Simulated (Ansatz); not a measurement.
```xyz
4
Lattice="3.6221 0.0000 0.0000 -1.8110 3.1368 0.0000 0.0000 0.0000 5.9872" Properties=species:S:1:pos:R:3 pbc="T T T"
Zn     1.8110     1.0456     5.9781
Zn     0.0000     2.0912     2.9845
S      1.8110     1.0456     3.7524
S      0.0000     2.0912     0.7588
```

No spin polarisation.

Method: DFT with r2SCAN, PAW potentials and a 500 eV plane-wave cutoff in Ansatz (a quantum-chemistry and plane-wave program), no spin-orbit coupling. k-mesh 10×10×6 (Γ-centred); smearing 0.05 eV (Fermi–Dirac).

Question: Estimate the band gap.

Answer: 3.44 eV.

Question: Predict the valence-band top at Γ (three highest levels, from the VBM).

Answer: 0.00, 0.00, -0.16 eV.

Load acts through the strain it causes; cell and atoms are relaxed under it. Whether these cells are dynamically stable was not tested. Tetrahedral semiconductors of this kind turn to denser phases somewhere between about 1 and 50 GPa; those were not computed, so compressed cells here can lie past the real transition. The cell was made from ZnS in the wurtzite structure (space group P6_3mc, No. 186) by this change: pressure 15 GPa.
